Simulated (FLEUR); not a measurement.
## Converging the k-point mesh at a smearing width of 0.02 eV: V (Im-3m, 1 atom in the cell)

```
CELL_PARAMETERS angstrom
     -1.50743     1.50743     1.50743
      1.50743    -1.50743     1.50743
      1.50743     1.50743    -1.50743
ATOMIC_POSITIONS crystal
  V  0.00000 0.00000 0.00000
```

Method: PBE, all-electron FLAPW (FLEUR), scalar-relativistic valence run with FLEUR.

Base settings: Kmax = 4.3 1/bohr; GmaxXC = 12.9 1/bohr; xcFunctional = pbe; jspins = 1; l_soc = F; mode = hist; fermiSmearingEnergy = 0.00367493 Htr; mesh (inpgen div1-3) = 11 11 11; inpgen gamma flag = false; Gmax = 12.9 1/bohr.

In this ladder: fermiSmearingEnergy = 0.00073499 Htr. Moved along: kpt_gamma.

Only quantities that move along the ladder and can be compared are tabulated.

Core times come from one kind of shared machine, to one figure; runs under 30 s give none.

The starting cell has typed, rounded lattice constants, without a prior relaxation at this level. Its lattice was rescaled by up to half a per cent. Spin polarisation is off. Values depend on the basis (sphere radii, cutoffs, local orbitals), which need not be converged.

Steps (kpt_div): 5 5 5; 6 6 6; 8 8 8; 9 9 9; 11 11 11; 14 14 14; 17 17 17; 20 20 20; 25 25 25; 30 30 30; 36 36 36.

**Question.** What is the coarsest kpt_div that holds the free energy within 5 meV/atom of the last step, with all finer ones?

**Answer.** 17 17 17; the step before is off by 6.3 meV/atom.

| kpt_div | free energy less the last step's (meV/atom) | core time / last (rough) |
|---|---|---|
| 5 5 5 | 42.22 | – |
| 6 6 6 | 66.83 | – |
| 8 8 8 | -10.40 | – |
| 9 9 9 | 8.66 | – |
| 11 11 11 | 1.28 | – |
| 14 14 14 | -6.35 | – |
| 17 17 17 | 1.74 | – |
| 20 20 20 | -0.60 | – |
| 25 25 25 | -0.19 | 0.4 |
| 30 30 30 | -0.27 | 0.6 |
| 36 36 36 | 0.00 | 1 |
